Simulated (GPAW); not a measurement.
A self-consistent single point of In (I4/mmm, 1 atom in the cell) with GPAW.

Method of the run: PBE, GPAW PAW datasets PBE (gpaw-data 1.0.1) (plane waves; GPAW).

The change in words: lattice scaled by 0.98. Reference geometry:
```xyz
1
Lattice="-1.6053 1.6053 2.4555 1.6053 -1.6053 2.4555 1.6053 1.6053 -2.4555" Properties=species:S:1:pos:R:3 pbc="T T T"
In     0.0000     0.0000     0.0000
```

Reference input (self-consistent single point, DFT PBE, plane waves, GPAW PAW datasets PBE (gpaw-data 1.0.1)): mode = pw; ecut = 600 eV; xc = PBE; kpts = 19 19 19; mesh shift (steps) = 0 0 0; occupations.name = fermi-dirac; occupations.width = 0.1 eV; nbands = -9; convergence.density = 1e-05 e/electron; convergence.energy = 1e-05 eV/electron; symmetry.symmorphic = false; symmetry.tolerance = 0.0005. This run's input differs from it in these lines:

```diff
@@ -5,5 +5,5 @@
 atoms = Atoms(['In'],
-              cell=[[-1.605289, 1.605289, 2.455507],
-                    [1.605289, -1.605289, 2.455507],
-                    [1.605289, 1.605289, -2.455507]],
+              cell=[[-1.573183, 1.573183, 2.406397],
+                    [1.573183, -1.573183, 2.406397],
+                    [1.573183, 1.573183, -2.406397]],
               scaled_positions=[[0.000000, 0.000000, 0.000000]],
```

Output, abridged:

```
     iter     time        total  log10-change:
                         energy   eigst   dens
iter:   1 --:--:--    -2.750908
iter:   2 --:--:--    -2.746973   -2.21  -1.56
iter:   3 --:--:--    -2.718983   -2.43  -1.59
iter:   4 --:--:--    -2.730528   -3.23  -2.13
iter:   5 --:--:--    -2.715521   -3.42  -2.28
iter:   6 --:--:--    -2.715525   -4.64  -3.32
iter:   7 --:--:--    -2.715523c  -5.64  -3.32
iter:   8 --:--:--    -2.715551c  -5.36  -3.28
iter:   9 --:--:--    -2.715551c  -6.52  -4.38
iter:  10 --:--:--    -2.715551c  -7.74c -4.35
iter:  11 --:--:--    -2.715551c  -7.62c -4.23
iter:  12 --:--:--    -2.715551c  -8.04c -4.60
iter:  13 --:--:--    -2.715551c  -9.02c -5.05c
Converged after 13 iterations.

Dipole moment: (0.000000, 0.000000, -0.000000) |e|*Ang

Energy contributions relative to reference atoms: (reference = -159975.419660)

Kinetic:        +14.218713
Potential:      -12.489895
External:        +0.000000
XC:              -4.606526
Entropy (-ST):   -0.013570
Local:           +0.168941
SIC:             +0.000000
--------------------------
Free energy:     -2.722336
Extrapolated:    -2.715551

Showing only first 2 kpts
 Kpt  Band  Eigenvalues  Occupancy
  0     4     -6.33301    2.00000
  0     5     -2.18036    2.00000
  0     6     19.41978    0.00000
  0     7     19.41978    0.00000

  1     4     -6.34000    2.00000
  1     5     -2.08920    2.00000
  1     6     18.77962    0.00000
  1     7     18.98191    0.00000

Fermi level: 8.07618

No gap
No difference between direct/indirect transitions
Energy (eV): -2.715551

Forces in eV/Ang:
  0 In    0.00000    0.00000    0.00000

Stress tensor:
    -0.042687     0.000000     0.000000
     0.000000    -0.042687     0.000000
     0.000000     0.000000    -0.043133
Stress (GPa, Voigt): [-6.8392 -6.8392 -6.9106  0.      0.      0.    ]
```

The run converged in 13 iterations. GPAW prints stress with tension positive. Against the reference run the free energy rises by 46.6 meV/atom and the pressure goes from 3.25 to 6.86 GPa.

The starting cell comes from a database of computed structures (which also holds hypothetical and non-ambient phases and stackings), without a prior relaxation at this level. Its lattice was rescaled by a random factor within 2.5 % of one. For this run, on top of that: lattice scaled by 0.98. With a pressure of about 7 GPa the cell is away from its equilibrium volume at this level.

Cost on one core of a shared machine: roughly 50 s.
